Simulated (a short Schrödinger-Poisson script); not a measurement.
Solved with a short Schrödinger-Poisson script written for these runs: one-band effective-mass equation with BenDaniel-Duke matching, electrons, heavy and light holes apart, hard walls at the outer ends, one valence edge for both holes (no strain splitting), no charge, excitons, band mixing or non-parabolicity; under a field the levels are quasi-bound states of a box, listed while three quarters of their weight lies within 4 nm of the wells.

Structure: coupled double Ge/Si0.15Ge0.85 quantum well.

From the first side: 20 nm Si0.15Ge0.85; 15 nm Ge; 5 nm Si0.15Ge0.85; 9 nm Ge; 20 nm Si0.15Ge0.85.

The device is made up for the run: typed textbook-type constants, with dimensions and the other settings drawn at random. Ge: direct gap (eV) 0.88, conduction-band edge (eV) 0, electron mass (mₑ) 0.041, heavy-hole mass 0.21, light-hole mass 0.046. Si0.15Ge0.85: direct gap (eV) 1.36, conduction-band edge (eV) 0.4, electron mass (mₑ) 0.053, heavy-hole mass 0.24, light-hole mass 0.06.

The valence-band edge of each layer lies one gap below its conduction-band edge. The electron's potential energy rises along the stack by the applied field. Mesh 0.03 nm at interfaces.

Q: Give the hh1 − lh1 (meV); the e1 above the well's band edge (meV); the e1-hh1 transition at zero applied field (eV).

A: hh1 − lh1 (meV): 10.4; e1 above the well's band edge (meV): 26.8; e1-hh1 transition at zero applied field (eV): 0.912. Excitons are left out, and strain enters only through the typed gaps and offsets, so measured lines lie elsewhere.
